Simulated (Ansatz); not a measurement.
Base system: NiO in the rock salt structure (space group Fm-3m, No. 225; a = 4.189 Å; ferromagnetic).

All numbers come from Kohn–Sham DFT with the r2SCAN functional, run in Ansatz (an electronic-structure program) with PAW and 500 eV plane waves, scalar-relativistic without spin-orbit coupling.

Before the change:

```
Quantity    Value
--------  -------
Band gap  0.82 eV
```

It is then changed as follows: a hydrostatic pressure of 15 GPa.

### Question
What does the calculation give for the electron mass after the change?

### Answer
The electron mass (degenerate bands, along [100]) amounts to 0.27, 1.7 mₑ (at Γ).

### Question
What happens to the band gap?

### Answer
The band gap drops by 0.22 eV, from 0.82 eV to 0.60 eV.

Load acts through the strain it causes; cell and atoms are relaxed under it. Masses are band curvatures over ±0.01 Å⁻¹ around the edge. Stability against distortions was not tested. Competing high-pressure phases were not computed. No Hubbard U is applied and the magnetic state is the run's own (NiO ferromagnetic); other magnetic orders, which need larger cells, were not tried and can change the gap. Where the two band edges lie in opposite spin channels, the gap is a spin-flip gap. In its common phase, real NiO is an antiferromagnetic insulator at low temperature.
